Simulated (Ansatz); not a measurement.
Start from ZnSe in the zinc blende structure (space group F-43m, No. 216; a = 5.633 Å). Axes: x, y, z lie along the cube axes.

The values are results of PBEsol (Ansatz, an electronic-structure program, PAW, no spin-orbit coupling), not measurements.

It is then changed as follows: a pure shear with ε_xy = ε_yx = 0.0086, atoms relaxed at fixed cell.

Problem. Predict the stress tensor and what it implies for the stiffness.

Solution. Stress of the strained cell less that of the base (GPa, compression positive):
```
   0.01   -0.68    0.00
  -0.68    0.01    0.00
   0.00    0.00    0.00
```

Then −Δσ/γ with γ = 2ε = 0.0172 gives relaxed-ion elastic constants: C66 ≈ 40 GPa.

Stability against distortions was not tested.
